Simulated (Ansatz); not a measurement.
CaO, pressure series

The reference is CaO in the rock salt structure (space group Fm-3m, No. 225; a = 4.831 Å).

Cell and atoms are relaxed at each pressure.

Calculations: PBE in Ansatz (plane waves to 420 eV, PAW, spin-orbit coupling left out).

```json
[
 {"P (GPa)": "-2.00", "V (Å³/atom)": "14.374"},
 {"P (GPa)": "-1.00", "V (Å³/atom)": "14.229"},
 {"P (GPa)": "0.90", "V (Å³/atom)": "13.975"},
 {"P (GPa)": "2.10", "V (Å³/atom)": "13.826"},
 {"P (GPa)": "4.49", "V (Å³/atom)": "13.551"},
 {"P (GPa)": "9.00", "V (Å³/atom)": "13.102"},
 {"P (GPa)": "15.00", "V (Å³/atom)": "12.604"},
 {"P (GPa)": "22.50", "V (Å³/atom)": "12.093"},
 {"P (GPa)": "30.00", "V (Å³/atom)": "11.668"}
]
```

### Question
Fit a third-order Birch–Murnaghan equation of state.

### Answer
Least squares on P(V) = (3B₀/2)[(V₀/V)^(7/3) − (V₀/V)^(5/3)]·[1 + (3/4)(B₀′ − 4)((V₀/V)^(2/3) − 1)] gives V₀ = 14.09 Å³/atom, B₀ = 106 GPa and B₀′ = 4.3.

Measured bulk modulus of CaO: 120 GPa (0 K or low temperature; as listed in Wei Chen et al., Physical Review Materials (2018)); the computed value is 12 % below it.

Load acts through the strain it causes; cell and atoms are relaxed under it. No phonon test of stability was made. No other phases were tried under pressure.

Ansatz is a first-principles code.
